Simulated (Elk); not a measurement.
Band structure of WS (P6_3mc, 4 atoms in the cell).

```
WS
1.0
    3.02551     0.00000     0.00000
   -1.51276     2.62017     0.00000
    0.00000     0.00000     8.18080
W S
2 2
Direct
  0.33333   0.66667   0.03629
  0.66667   0.33333   0.53629
  0.33333   0.66667   0.34071
  0.66667   0.33333   0.84071
```

Computed with PBEsol, all-electron FP-LAPW, Elk's shipped species files, APW+lo basis with extra local orbitals in Elk.

Settings: xctype = 22; rgkmax = 7.5; swidth = 0.00367493 Ha; ngridk = 8 8 3; gmaxvr = 18 1/bohr; lmaxapw = 10; lmaxo = 8; nxlo = 2; lorbcnd = true; lradstp = 2; nrmtscf = 2; rmtscf = 0.84; lmaxi = 4; maxscl = 100.

The starting cell comes from a database of computed structures (which also holds hypothetical and non-ambient phases and stackings), without a prior relaxation at this level. Spin-orbit coupling is off. Spin polarisation is off. Values depend on the basis (sphere radii, cutoffs, local orbitals), which need not be converged.

Levels in eV from the Fermi level, bands 31 to 38:
```
point     31     32     33     34    35    36    37    38
-----  -----  -----  -----  -----  ----  ----  ----  ----
Γ      -2.53  -2.53  -0.11  -0.11  0.61  0.61  1.99  1.99
M      -2.94  -2.24  -1.04  -0.15  1.46  2.76  3.38  3.38
K      -1.75  -1.55  -1.02  -1.02  0.24  1.93  1.93  3.25
A      -2.70  -2.70   0.16   0.16  0.16  0.16  2.95  2.95
L      -3.05  -3.05  -0.16  -0.16  2.72  2.72  2.84  2.84
H      -1.63  -1.63  -1.36  -1.36  1.40  1.40  2.37  2.37
```

Bands cross the Fermi level along this path, so the cell is metallic at this level.
